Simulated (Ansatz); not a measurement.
Take GaN in the zinc blende structure (space group F-43m, No. 216; a = 4.4979 Å) as the base. Axes: x, y, z lie along the cube axes.

All numbers come from r2SCAN (Ansatz, a first-principles code), no spin-orbit coupling.

Strains are applied to the cell and any free atomic positions relax.

One change was made to it. Results:

```json
[
 {"quantity": "energy relative to the base (free energy F)", "base": "0 meV/atom", "after": "+4.7 meV/atom"},
 {"quantity": "band gap", "base": "2.17 eV", "after": "2.06 eV"}
]
```

### Question
Which of these changes matches the shifts?
(A) tensor shear ε_xy = +0.86 %
(B) tensor shear ε_xy = +1.43 %
(C) tensor shear ε_xy = +2.00 %
(D) tensor shear ε_xy = +1.14 %
(E) tensor shear ε_xy = +1.71 %

### Answer
B, tensor shear ε_xy = +1.43 %. For comparison, the energy relative to the base in the other runs: tensor shear ε_xy = +0.86 % gives +1.7 meV/atom; tensor shear ε_xy = +1.71 % gives +6.7 meV/atom; tensor shear ε_xy = +2.00 % gives +9.2 meV/atom; tensor shear ε_xy = +1.14 % gives +3.0 meV/atom.

No phonon test of stability was made. This is not the structure that GaN has at room temperature and ambient pressure.
